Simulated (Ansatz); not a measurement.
## How the elastic constant C11 of 1T (CdI2-type) PtTe₂ moves with the method

No measured value is used here.

```
level (code)         value (GPa)  cell (Å³/atom)
-------------------  -----------  --------------
LDA (Ansatz)                 174           23.76
PBE (Ansatz)                   …           25.97
PBEsol (Ansatz)              163           24.27
PBE-D3(BJ) (Ansatz)          165           24.16
PBE-D4 (Ansatz)              166           24.16
```

Problem. Some entries are withheld; supply them.

Solution. 
- PBE (Ansatz, a first-principles code), value (GPa): 137

Density-functional levels without +SOC have no spin–orbit coupling. LDA: LDA has no dispersion term either, though it tends to give short spacings of layers, chains or molecules. PBE, PBEsol: the cell comes from a level without a dispersion term, which matters for the spacing of layers, chains or molecules. PBE-D3(BJ), PBE-D4: the dispersion coefficients are held fixed in the derivatives. Each level is taken at its own relaxed cell. Ansatz's density-functional and Hartree–Fock values are scalar-relativistic unless marked +SOC, with PAW data made under PBE.
